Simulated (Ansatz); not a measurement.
What uniaxial strain ε_xx = +0.50 % does to WC

Base system: WC (space group P-6m2, No. 187; a = 2.899 Å, c = 2.827 Å; relaxed with 0.1 eV smearing). Axes: x lies along a and z along c of the hexagonal cell.

Perturbation: the cell is stretched by 0.50 % along x with no lateral relaxation; the atoms relax in the strained cell.

Computed with Ansatz (an electronic-structure program), PBEsol, PAW, cutoff 420 eV, spin-orbit coupling left out. Settings: 23×23×20 k-points, 0.1 eV Fermi–Dirac smearing.

The volume per atom rises by 0.05 Å³, from 10.29 Å³ to 10.34 Å³ and the space group goes from P-6m2 (No. 187) to Amm2 (No. 38). The energy goes up by 0.6 meV/atom and the pressure (mean of the normal stresses, compression positive) goes from zero to -1.9 GPa. The band gap stays zero and the stress (xx, yy, zz, yz, xz, xy; compression positive) comes out as (-3.6, -1.2, -0.9, 0.0, 0.0, 0.0) GPa.

Final structure:

```xyz
2
Lattice="2.9136 0.0000 0.0000 -1.4568 2.5107 0.0000 0.0000 0.0000 2.8268" Properties=species:S:1:pos:R:3 pbc="T T T"
W      0.0000    -0.0009     0.0000
C      0.0000     1.6747     1.4134
```

Whether these cells are dynamically stable was not tested. All final runs are without spin polarisation.
